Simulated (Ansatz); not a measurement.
S on the 1x1 (0001) surface of hcp Co, ferromagnetic, one in a 2x2 cell, energies for each (21.5 Å²). Energies are against ⅛ S8(g), without zero-point or thermal terms; each row is named by its start.

Level of theory: PBE (plane waves to 420 eV, PAW; Ansatz, a quantum-chemistry and plane-wave program).

Set-up: 17 atoms, 6.0 Å thick at the start under the adsorbate (thin: gaps and levels are the slab's own); mesh 7x7x1; 0.1 eV smearing; dipole correction on; 8 atoms held, the rest relaxed; each run with such symmetry as its start has; spin-polarised, no spin-orbit, no U, no dispersion correction.

A negative adsorption energy means that the adsorbate is more stable on the surface than in its reference. Heights count from the host atoms within 0.3 Å of the top one.

```tsv
starting site	E_ads (eV)	height (Å)	nearest host atom (Å)	bonded to	Δ work function (eV)	lateral drift (Å)	moment (μB)
top Co	-0.81	…	Co 2.02	Co	0.57	0.0	26.9
hollow Co-Co-Co	-2.06	1.62	Co 2.19	3 Co	0.37	0.0	26.5
hollow Co-Co-Co over Co at depth 2.0 Å	-2.07	1.60	Co 2.18	3 Co	0.32	0.0	26.3
bridge Co-Co (span 2.5 Å)	-2.06	1.62	Co 2.18	3 Co	0.37	0.7	26.5
```

**Question.** Some entries are withheld; supply them.

**Answer.** 
- top Co, height (Å): 1.92
